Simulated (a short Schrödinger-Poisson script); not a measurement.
## Gated Al0.3Ga0.7As/GaAs δ-doped gas in a quantum well

Stack: gated Al0.3Ga0.7As/GaAs δ-doped gas in a quantum well, at 400 K.

```
layer      material  thickness (nm)  Na (cm⁻³)
-----  ------------  --------------  ---------
1      Al0.3Ga0.7As              10          -
2      Al0.3Ga0.7As              10          -
3              GaAs              10          -
4      Al0.3Ga0.7As            4000       3e14
```

The device is made up for the run: typed textbook-type constants, with dimensions and the other settings drawn at random. Al0.3Ga0.7As: permittivity 12.05, conduction-band edge (eV) 0.237, gap (eV) 1.798, electron mass (mₑ) 0.0919, Nv at 300 K (cm⁻³) 9e18. GaAs: permittivity 12.9, conduction-band edge (eV) 0, gap (eV) 1.424, Nv at 300 K (cm⁻³) 9e18.

Channel valleys (confinement mass, in-plane density-of-states mass, number): Γ 0.067, 0.067, 1. At the gate the conduction-band edge of layer 1 lies 0.99 eV − eVg above the Fermi level of the channel; the field vanishes at the back. Sheet of ionised δ-doping: +3.4e12 e/cm² at 10 nm from the gate. The barrier under the gate holds no holes. Gaps are held at their typed values at every temperature. Mesh 0.08 nm at interfaces.

Solved with a short Schrödinger-Poisson script written for these runs: 1D Poisson equation in equilibrium, electrons quantum, Hartree (BenDaniel-Duke, 40 states a valley, the channel's in-plane mass for all, wave functions free to enter the barrier), parabolic valleys, classical holes, full ionisation, no traps, pinning or gate leakage.

| Vg (V) | electrons (cm⁻²) | in the channel layer | C (μF/cm²) | Γ E0 (meV) | Γ E1 (meV) |
|---|---|---|---|---|---|
| 0.5 | 6.29e11 | 5.73e11 | 0.422 | 9.5 | 94.9 |
| 0.45 | 5.02e11 | 4.65e11 | 0.393 | 18.5 | 104.4 |
| 0.4 | 3.84e11 | 3.60e11 | 0.366 | 29.2 | 115.5 |
| 0.35 | 2.75e11 | 2.59e11 | 0.335 | 42.2 | 128.9 |
| 0.3 | 1.78e11 | 1.68e11 | 0.291 | 58.7 | 145.8 |
| 0.25 | 9.70e10 | 9.21e10 | 0.226 | 80.7 | 168.2 |
| 0.2 | 4.12e10 | 3.91e10 | 0.137 | 111.0 | 198.9 |
| 0.15 | 1.31e10 | 1.25e10 | 0.0580 | 150.8 | 238.8 |
| 0.1 | 3.46e9 | 3.29e9 | 0.0204 | 196.9 | 285.0 |
| 0.05 | 8.48e8 | 8.06e8 | 0.00902 | 245.5 | 333.5 |
| 0 | 2.04e8 | 1.94e8 | 0.00623 | 294.6 | 382.7 |
| -0.05 | 4.87e7 | 4.63e7 | 0.00567 | 344.0 | 432.0 |
| -0.1 | 1.16e7 | 1.11e7 | 0.00566 | 393.3 | 481.4 |
| -0.15 | 2.78e6 | 2.64e6 | 0.00580 | 442.7 | 530.7 |

Gate voltages with under 1e6 electrons/cm² are left out.

Subbands count from the Fermi level.
